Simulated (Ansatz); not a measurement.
System: Ir₃Al (model structure, started from the A15 type, Pm-3n, No. 223, 8 atoms in the cell). Method: LDA (Ansatz, an electronic-structure program, plane waves, PAW).

Input file:

Ansatz 0.2 input:
```yaml
crystal:
  lattice:
    - [4.8853787141, 0.0, 0.0]
    - [0.0, 4.8853787141, 0.0]
    - [0.0, 0.0, 4.8853787141]
  atoms:
    - { symbol: Ir, position: [0.25, 0.0, 0.5] }
    - { symbol: Ir, position: [0.75, 0.0, 0.5] }
    - { symbol: Ir, position: [0.0, 0.5, 0.25] }
    - { symbol: Ir, position: [0.0, 0.5, 0.75] }
    - { symbol: Ir, position: [0.5, 0.25, 0.0] }
    - { symbol: Ir, position: [0.5, 0.75, 0.0] }
    - { symbol: Al, position: [0.0, 0.0, 0.0] }
    - { symbol: Al, position: [0.5, 0.5, 0.5] }
basis:
  ecutwfc: 520
  ecutrho_ratio: 4
  xc_grid: 2
kpoints:
  mp_grid: { grid: [12, 12, 12] }
hamiltonian:
  xc: lda
  dispersion: none
  pseudopotentials: { kind: paw }
scf:
  occupations: { method: fermi_dirac, width: 0.05 }
output:
  forces: true
  stress: true
  eigenvalues: true
relax:
  f_tol: 0.004
  escape_saddle: false
  max_steps: 80
```

Excerpt of the program's output:

```
WARN output.stress: scf.convergence.dr2_threshold = 1e-7 eV (the SCF's general default) is looser than the 8e-10 eV advised for a printed stress (1e-10 eV for …
Relaxation: its limit of steps is 80 (relax.max_steps)
Crystal: 8 atoms, lattice volume = 116.599 Å³
Basis set: ecut = 520 eV, 3119 PW (Γ), exchange–correlation on 80×80×80 points (8 copies of the dense FFT grid, shifted against one another)
Bands: 65, of which v1, the nominal top of the filled ones, is band 54 counted from 1 (53 counted from 0)
Symmetry: 48 space group operations
Space group: Pm-3n (ITA 223), of the structure as read, at distance tolerance 4.9e-5 Å
k-points: 84 of 1728
Functional: x = slater, c = lda
SCF iter   1: F=—  HF=-71004.309010 eV  |F-HF|=—  |Δ(HF+E_count)|=         —  Δρ=1.42e-2  dr2=6.69e-2
SCF iter   2: F=—  HF=-71004.294988 eV  |F-HF|=—  |Δ(HF+E_count)|=   1.40e-2  Δρ=6.47e-3  dr2=1.51e-2
  ...
SCF iter   5: F=—  HF=-71004.290653 eV  |F-HF|=—  |Δ(HF+E_count)|=   9.63e-6  Δρ=3.48e-5  dr2=1.07e-6
SCF iter   6: F=-71004.290653 eV  HF=-71004.290653 eV  |F-HF|=5.07e-8  |Δ(HF+E_count)|=   4.41e-7  Δρ=7.03e-6  dr2=7.14e-8
SCF 1 converged in 6 iterations: F = -71004.290653 eV  dr2 = 7.14e-8
relax step   1: F+E_penalty+E_count = -71004.29065262 eV  Δ(F+E_penalty+E_count) = +0.000e0 eV  max|allowed force component| = 2.660e-17 eV/Å  Δτ_max = 0.0000 Å  (6 SCF iters, accepted)
SCF converged after 6 iterations
Free energy (F): -71004.290653 eV
Internal energy: -71004.201467 eV  (E = F + TS)
E sigma→0 (E₀):  -71004.246060 eV
Fermi energy:    20.469399 eV
--- Forces (eV/Å), atoms counted from 1 ---
  atom   1  Ir    -0.00000000     0.00000000    -0.00000000
  atom   2  Ir    -0.00000000    -0.00000000    -0.00000000
  atom   3  Ir    -0.00000000     0.00000000     0.00000000
  atom   4  Ir     0.00000000    -0.00000000     0.00000000
  atom   5  Ir     0.00000000     0.00000000    -0.00000000
  atom   6  Ir    -0.00000000     0.00000000     0.00000000
  atom   7  Al    -0.00000000     0.00000000    -0.00000000
  atom   8  Al    -0.00000000    -0.00000000     0.00000000
--- Stress (GPa, compression-positive) ---
       -5.408990       0.000000       0.000000
        0.000000      -5.408990      -0.000000
        0.000000      -0.000000      -5.408990
  P = ⅓ Tr σ = -5.4090 GPa (-54.090 kbar)
```

The cell is one volume of an energy–volume scan, off the minimum.

The PAW data were made under PBE.

Note: the run has no spin polarisation, so it can have missed a magnetic state. Note: the relaxation could raise the start's symmetry but not lower it, so the cell can be a saddle point.

A model structure was made by putting elements into a prototype or built by hand; it is no filed structure, need not be a known phase, and can be a saddle point held by its symmetry.
